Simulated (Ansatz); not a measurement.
Base system: WC (space group P-6m2, No. 187; a = 2.899 Å, c = 2.828 Å).

Level of theory: PBEsol (Ansatz, a program for electronic structure), without spin-orbit coupling, earlier PAW set.

Base values:

| Property | Value |
|---|---|
| Lattice parameter a | 2.899 Å |

Perturbation: Si takes the place of C on all its sites, then cell and atoms are relaxed.

Tabulated Pauling electronegativity and covalent radius: C 2.55, 0.76 Å; Si 1.90, 1.11 Å.

Task: Estimate the effect on the lattice parameter a.

Result: The lattice parameter a goes up by 0.207 Å to 3.106 Å.

Stability against distortions was not tested. As relaxed here, WSi is a hypothetical phase, not in the database extracts checked. All final runs are without spin polarisation.
